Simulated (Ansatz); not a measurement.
## Ag with two functionals, x(Pd) = 0.333, 3 atoms, Immm

The reference is Ag in the fcc (Cu type) structure (space group Fm-3m, No. 225; a = 4.1486 Å).

(Cell as relaxed with PBE.)

Levels (all Ansatz, an electronic-structure program, PAW): PBE (420 eV, no SOC); PBEsol (420 eV, no SOC).

Each level relaxes its own structure.

```csv
base,PBE,PBEsol
volume per atom,17.85 Å³,16.66 Å³
lattice parameter a,4.149 Å,4.054 Å
band gap,zero,zero
```

It is then changed as follows: Pd replaces 33.3 % of the Ag, ordered in a cell of 3 atoms (starting symmetry Immm) and fully relaxed.

| quantity | PBE | PBEsol |
|---|---|---|
| shortest interatomic distance | 2.852 Å | 2.797 Å |
| mixing energy (to 0.01 eV only: unlike meshes or grids) | -0.06 eV/atom | -0.05 eV/atom |
| deviation of the volume from the linear (Vegard-type) interpolation | -0.8 % | -0.7 % |
| band gap | zero | zero |

PBE's shortest interatomic distance lies 0.055 Å above PBEsol's (2.0 %); PBE's deviation of the volume from the linear lies 0.1 % below PBEsol's; the two agree on the band gap. Neither level is exact; PBEsol is the comparison here, not a measurement.

These are small ordered cells, not random alloys; other orderings at the same x differ. No phonon test of stability was made. All final runs are without spin polarisation.
